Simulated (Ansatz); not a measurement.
Start from RbSrBr3 in the cubic perovskite structure (space group Pm-3m, No. 221; a = 5.999 Å; a hypothetical phase, not in the database extracts checked).

(Cell as relaxed with PBE.)

Levels (all Ansatz, an electronic-structure program, PAW): PBE (420 eV, no spin-orbit coupling); r2SCAN (500 eV, spin-orbit coupling left out).

Each level relaxes its own structure.

| quantity | PBE | r2SCAN |
|---|---|---|
| volume per atom | 43.17 Å³ | ? |
| lattice parameter a | 5.999 Å | ? |
| band gap | 3.88 eV | ? |
| gap character | indirect, R → Γ | ? |
| electron mass | 0.40 mₑ | ? |

**Question.** Given the PBE results, estimate those of r2SCAN.

**Answer.** 
- volume per atom, r2SCAN: 42.05 Å³
- lattice parameter a, r2SCAN: 5.946 Å
- band gap, r2SCAN: 4.60 eV
- gap character, r2SCAN: indirect, R → Γ
- electron mass, r2SCAN: 0.40 mₑ

PBE's volume per atom lies 1.12 Å³ above r2SCAN's (2.7 %); PBE's lattice parameter a lies 0.0525 Å above r2SCAN's (0.9 %); PBE's band gap lies 0.72 eV below r2SCAN's; the two agree on the gap character and electron mass. Neither level is exact; r2SCAN is the comparison here, not a measurement.

Effective masses come from finite differences of ±0.01 Å⁻¹. No phonon test of stability was made. Many cubic perovskites are stable only at high temperature; tilts and polar distortions were not tested.
